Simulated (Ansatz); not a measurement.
Base system: GaCuSe2 in the chalcopyrite structure (space group I-42d, No. 122; a = 5.672 Å, c = 11.263 Å).

The change: cell and atoms relaxed at a pressure of 9 GPa.

Calculations: PBE (Ansatz, a first-principles code, PAW, no SOC).

Problem. Give the band edges at the high-symmetry points of the new zone, measured from its valence-band maximum.

Solution. 
```csv
point,valence edge (eV),conduction edge (eV)
Γ,0.00,0.48
X,-0.60,1.24
P,-0.80,1.71
N,-0.70,2.41
M,-1.11,1.78
S,-0.72,1.96
S₀,-0.72,1.96
R,-0.84,1.55
G,-0.84,1.55
```

The gap is 0.48 eV, direct at Γ.

Load acts through the strain it causes; cell and atoms are relaxed under it. No phonon test of stability was made. No other phases were tried under pressure. All final runs are without spin polarisation.
